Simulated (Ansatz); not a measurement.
## WGe2 (model structure, started from the C49 type, Cmcm, No. 63, 6 atoms in the cell): properties by level of theory

```json
[
 {"level (code)": "PBE (Ansatz)", "volume per atom (Å³/atom)": "15.86", "enthalpy of formation (eV/atom)": "0.415"},
 {"level (code)": "PBEsol (Ansatz)", "volume per atom (Å³/atom)": "15.29", "enthalpy of formation (eV/atom)": "0.326"},
 {"level (code)": "PBE-D3(BJ) (Ansatz)", "volume per atom (Å³/atom)": "15.34", "enthalpy of formation (eV/atom)": "0.323"}
]
```

Ansatz's density-functional and Hartree–Fock values are scalar-relativistic unless marked +SOC, with PAW data made under PBE.

Static lattice: no zero-point or thermal effects.

A model structure was made by putting elements into a prototype or built by hand; it is no filed structure, need not be a known phase, and can be a saddle point held by its symmetry.

Ansatz is an electronic-structure program.
